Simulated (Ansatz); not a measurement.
Start from TeO$_{2}$ in the fluorite structure (space group Fm-3m, No. 225; a = 5.323 Å; a hypothetical phase, not in the database extracts checked).

It is then changed as follows: a hydrostatic pressure of 60 GPa.

Levels (all Ansatz, a first-principles code, PAW, earlier PAW set): PBEsol (420 eV, no SOC); r2SCAN (500 eV, no SOC); HSE06 (420 eV, scalar-relativistic without spin-orbit coupling); PBEsol+SOC (420 eV, with spin-orbit coupling); HSE06+SOC (420 eV, spin-orbit coupling included).

At the geometry relaxed with PBEsol, these levels gave the following band gaps, in shuffled order: (a) 0.61 eV, (b) 1.16 eV, (c) 0.26 eV, (d) 0.32 eV, (e) 1.23 eV.

Match each gap to its level.

(a) r2SCAN; (b) HSE06+SOC; (c) PBEsol+SOC; (d) PBEsol; (e) HSE06.

Single points use the geometry relaxed with PBEsol. HSE06 gaps are upper bounds (no full band path). Differences between runs with and without spin-orbit coupling are approximate. With Te present, leaving out spin-orbit coupling can change the band edges. Load acts through the strain it causes; cell and atoms are relaxed under it. No phonon test of stability was made. Competing high-pressure phases were not computed. The zero or small gap of TeO2 under pressure 60 GPa can change with the level of theory.
